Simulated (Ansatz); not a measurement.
# A computed series for MoSi2: pressure series

The parent structure is MoSi₂ (space group I4/mmm, No. 139; a = 3.202 Å, c = 7.819 Å).

Cell and atoms are relaxed at each pressure.

The values are results of r2SCAN (Ansatz, a quantum-chemistry and plane-wave program, PAW, no SOC), not measurements.

Candidates:
(a) pressure 30 GPa
(b) pressure −2 GPa
(c) pressure 100 GPa
(d) pressure 15 GPa

Before the change:

| Property | Value |
|---|---|
| c/a ratio | 2.442 |

**Question.** Order them by c/a ratio, lowest first.

**Answer.** (b) pressure −2 GPa (2.440), (d) pressure 15 GPa (2.454), (a) pressure 30 GPa (2.465), (c) pressure 100 GPa (2.502)

A case with no gap was solved on a k-mesh chosen for an insulator, which is coarse for it. Load acts through the strain it causes; cell and atoms are relaxed under it. No phonon test of stability was made. Competing high-pressure phases were not computed. All final runs are without spin polarisation.
